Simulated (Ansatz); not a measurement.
ZnS under load (space group F-43m), r2SCAN with spin-orbit coupling, rigid bands (Ansatz, a first-principles code). Condition of this run: hydrostatic pressure of 1 GPa (compression positive) (the target of the relaxation). Band gap 2.83 eV, N_c = 2.37e18 cm⁻³ and N_v = 4.93e19 cm⁻³ at 300 K, conductivity masses of 0.210 mₑ (electrons) and 0.835 mₑ (holes). Take k_BT = 0.02585 eV.

**Question.** A film of it is 3 nm thick. Estimate the confinement energies in an infinite well.

**Answer.** ħ²π²/(2m t²) = 0.376 eV·nm²/(m/mₑ × t²) gives 199 meV for electrons and 50.0 meV for holes, so the gap would widen to about 3.08 eV. Finite barriers and nonparabolic bands lower this, and with several valleys or bands the heaviest mass along the normal sets the lowest level, not this average.

**Question.** What thermal injection velocity √(2k_BT/πm) limits a ballistic channel?

**Answer.** 1.17e7 cm/s for electrons and 5.89e6 cm/s for holes, a ratio of √(m_h/m_e) = 1.99, for dilute carriers.

**Question.** Find the intrinsic carrier density and the intrinsic Fermi level.

**Answer.** n_i = √(N_c N_v) exp(−E_g/2k_BT) = 1.08e19 × exp(−54.73) = 1.8e-5 cm⁻³. The level lies (k_BT/2) ln(N_v/N_c) = 39 meV from mid-gap (positive towards the conduction band). Each 0.1 eV added to the gap lowers n_i by a factor of 6.9.

Rigid bands with the computed gap; masses take one relaxation time for all states. Geometry: cell and atoms relaxed with PBEsol.
